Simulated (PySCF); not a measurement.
PySCF 2.14.0, PBE/def2-svp, df: Hf(Cl)(Me)(OSiH3)2 ([CH3][Hf]([Cl])([O][SiH3])[O][SiH3]), 16 atoms. The geometry is a generated start, not checked to be a minimum at this level.

```yaml
task: energy
method: pbe
basis: def2-svp
two_electron_scheme: density fitting
mol.max_memory: 3000 MB
mf.max_cycle: 100
mf.init_guess: minao (default)
mf.DIIS: CDIIS (default)
mf.diis_space: 8 (default)
mf.conv_tol: 1e-09 (default)
mf.grids.level: 3 (default)
effective_core_potentials: those of the basis set, past Kr
basis_functions: 173
grid_points: 211592
```

```xyz
16

Hf    -0.5153     1.2826    -0.0428
Cl    -1.2945     3.4185    -0.2028
C     -0.5937     0.5006     2.0260
H     -0.6861     1.2687     2.8108
H      0.3169    -0.0758     2.2508
H     -1.4351    -0.1969     2.1651
O      1.3207     1.2210    -0.5778
Si     2.5389     0.1740    -0.5361
H      3.3165     0.4236     0.6886
H      3.3594     0.3866    -1.7289
H      2.0024    -1.2036    -0.5005
O     -1.6079     0.1144    -1.0907
Si    -1.6665    -1.4798    -1.2820
H     -0.3642    -2.0650    -0.8896
H     -1.9708    -1.7570    -2.6864
H     -2.7209    -2.0119    -0.4036
```

Charge 0 and multiplicity 1 are set for this test and not shown to be the ground state.

One run each on 2 threads, 1 BLAS thread. Values of level_shift (Hartree) tried: 0 (default), 0.1, 0.3, 1.

### Question
How does the count of Fock builds change with level_shift (Hartree), and where is it least?

### Answer
Fewest Fock builds, within one of each other: 0 (default) with 15, 0.1 with 14. The count rises to 44 at 1. All converge to one solution.

| level_shift (Hartree) | Fock builds | end |
|---|---|---|
| 0 (default) | 15 | same solution |
| 0.1 | 14 | same solution |
| 0.3 | 18 | same solution |
| 1 | 44 | same solution |
